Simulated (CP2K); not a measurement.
Input and output of a self-consistent single point for YAl3 (Pm-3m, 4 atoms in the cell) (CP2K).

Method of the run: LDA (Pade form), GPW, DZVP-MOLOPT-SR-GTH basis, GTH-PADE potentials (GTH_POTENTIALS) (CP2K 2026.2).

The change in words: lattice scaled by 0.98. Reference geometry:
```
YAl3
1.0
    4.20441     0.00000     0.00000
    0.00000     4.20441     0.00000
    0.00000     0.00000     4.20441
Y Al
1 3
Direct
  0.00000   0.00000   0.00000
  0.00000   0.50000   0.50000
  0.50000   0.00000   0.50000
  0.50000   0.50000   0.00000
```

Reference input (self-consistent single point, DFT LDA (Pade form), GPW, DZVP-MOLOPT-SR-GTH basis, GTH-PADE potentials (GTH_POTENTIALS)): CUTOFF = 500 Ry; REL_CUTOFF = 50 Ry; SMEAR/METHOD = FERMI_DIRAC; ELECTRONIC_TEMPERATURE = 1160.45 K; KPOINTS/SCHEME = MONKHORST-PACK 6 6 6; GAMMA_CENTERED = T; XC_FUNCTIONAL = PADE; Y/BASIS_SET = DZVP-MOLOPT-SR-GTH; Y/POTENTIAL = GTH-PADE-q11; Al/BASIS_SET = DZVP-MOLOPT-SR-GTH; Al/POTENTIAL = GTH-PADE-q3; METHOD = GPW. This run's input differs from it in these lines:

```diff
@@ -63,3 +63,3 @@
     &CELL
-      ABC 4.20441400 4.20441400 4.20441400
+      ABC 4.12032600 4.12032600 4.12032600
       ALPHA_BETA_GAMMA 90.00000000 90.00000000 90.00000000
@@ -69,5 +69,5 @@
       Y        0.00000000     0.00000000     0.00000000
-      Al       0.00000000     2.10220700     2.10220700
-      Al       2.10220700     0.00000000     2.10220700
-      Al       2.10220700     2.10220700     0.00000000
+      Al       0.00000000     2.06016300     2.06016300
+      Al       2.06016300     0.00000000     2.06016300
+      Al       2.06016300     2.06016300     0.00000000
     &END COORD
```

Output, abridged:

```
 SCF WAVEFUNCTION OPTIMIZATION

  Step     Update method      Time    Convergence         Total energy    Change
     1 NoMix/Diag. 0.20E+00      -     1.47598585       -45.5682624214 -4.56E+01
     2 Broy./Diag. 0.20E+00      -     0.04068310       -44.9474291873  6.21E-01
     3 Broy./Diag. 0.20E+00      -     0.06816311       -44.8839183133  6.35E-02
     4 Broy./Diag. 0.20E+00      -     0.02249006       -44.8067616003  7.72E-02
     5 Broy./Diag. 0.20E+00      -     0.01185185       -44.7497816640  5.70E-02
     6 Broy./Diag. 0.20E+00      -     0.00268238       -44.7268064252  2.30E-02
   [... 2 lines left out ...]
     9 Broy./Diag. 0.20E+00      -     0.00005061       -44.7364700688 -1.40E-04
    10 Broy./Diag. 0.20E+00      -     0.00000336       -44.7364443273  2.57E-05
    11 Broy./Diag. 0.20E+00      -     0.00000183       -44.7364297047  1.46E-05
    12 Broy./Diag. 0.20E+00      -     0.00000032       -44.7364332219 -3.52E-06
  *** SCF run converged in    12 steps ***

  Overlap energy of the core charge distribution:               0.00000000000000
  Self energy of the core charge distribution:                -88.78562393725218
  Core Hamiltonian energy:                                     19.43750457979312
  Hartree energy:                                              32.16828152261105
  Exchange-correlation energy:                                 -7.55514862503477
  Electronic entropic energy:                                  -0.00144676163457
  Fermi energy:                                                 0.31444838034382

  Total energy:                                               -44.73643322185602
  Total energy (extrapolated to T->0):                        -44.73570984103874

   [... lines left out ...]

 STRESS| Analytical stress tensor [bar]
 STRESS|                        x                   y                   z
 STRESS|      x        3.63393815594E+04   7.83157179123E-07   7.81584864247E-07
 STRESS|      y        7.83157179123E-07   3.63400290338E+04   7.81591126724E-07
 STRESS|      z        7.81584864247E-07   7.81591126724E-07   3.63404264801E+04
 STRESS| 1/3 Trace                                             3.63399456911E+04
```

The run converged in 12 iterations. Against the reference run the free energy rises by 6.0 meV/atom and the pressure goes from -1.57 to 3.63 GPa.

The starting cell comes from a database of computed structures (which also holds hypothetical and non-ambient phases and stackings), without a prior relaxation at this level. Its lattice was rescaled by a random factor within 2.5 % of one. For this run, on top of that: lattice scaled by 0.98. Values carry the incompleteness of an atom-centred basis. With a pressure of about 4 GPa the cell is away from its equilibrium volume at this level.
